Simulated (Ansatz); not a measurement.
**What pressure 30 GPa does to Na**

Consider Na in the bcc (W type) structure (space group Im-3m, No. 229; a = 4.171 Å).

Perturbation: cell and atoms relaxed at a pressure of 30 GPa.

Calculations: PBEsol (Ansatz, a program for electronic structure; PAW; 420 eV plane waves; without spin-orbit coupling). Γ-centred 16×16×16 mesh, Fermi–Dirac width 0.05 eV.

The volume per atom decreases by 20.29 Å³ to 15.99 Å³ and the density increases by 1.34 g/cm³ (1.05 g/cm³ → 2.39 g/cm³). The lattice parameter a drops by 0.997 Å to 3.174 Å and the enthalpy H = E + PV relative to the base's energy comes out as +3.97 eV/atom. The band gap remains zero.

Cost of the whole job for the changed cell (relaxation, final SCF and bands): roughly 10 core-seconds.

Load acts through the strain it causes; cell and atoms are relaxed under it. Whether these cells are dynamically stable was not tested. Competing high-pressure phases were not computed.
